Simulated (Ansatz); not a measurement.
System: SnS (Cmcm, No. 63, 4 atoms in the cell; start COD 9008295; the formula has other measured phases). Method: G0W0@PBEsol (plane waves, hard PAW, contour deformation; Ansatz, a quantum-chemistry and plane-wave program).

The same calculation (at the measured cell, 24.863 Å³/atom) with different numerical settings; throughout: k mesh 2×2×2:

| run | response cutoff (eV) | empty bands | quasiparticle gap on the mesh (eV) | quasiparticle gap at Γ (eV) | rough time |
|---|---|---|---|---|---|
| 1 | 100 | 415 | 0.989 | 4.451 | 100 core-s |
| 2 | 150 | 762 | 1.048 | 4.539 | 9 core-min |
| 3 | 200 | 1173 | 1.078 | 4.579 | 30 core-min |
| 4 | 250 | 1640 | 1.094 | 4.601 | 60 core-min |

In the column quasiparticle gap at Γ (eV) the first row differs from the last by -0.150 and the next to last by -0.022.

The last row is no converged limit: other settings stay fixed.

Spin–orbit coupling is not included.

Note: filled d or f shells below the valence bands can shift G0W0 gaps through exchange with them, which wasn't tested here.
